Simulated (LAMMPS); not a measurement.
MD of Si (diamond structure) at zero pressure, 216 atoms, as a crystal; each row is its own run.

All values are model results, not measurements: MD with a machine-learned potential, pair style snap, file Si_Zuo_JPCA2020.snap, run in LAMMPS.

```
T (K)  enthalpy (eV/atom)
-----  ------------------
200               -5.3662
300               -5.3398
760               -5.2176
1270              -5.0723
```

Problem. Fit a straight line, y = a + b x, to these rows (x is the first column, y the second) and predict the run at x = 1010.

Solution. Least squares gives a = -5.4224 and b = 0.0002742. At x = 1010 the fit predicts -5.1454 eV/atom. The run itself gave -5.144 ± 0.002 eV/atom, so the fit is 1.3 meV/atom low, within the run's error.

Caution (row 1270): a run this short can hold a crystal over, or a liquid under, the potential's own melting point, which these runs don't give.
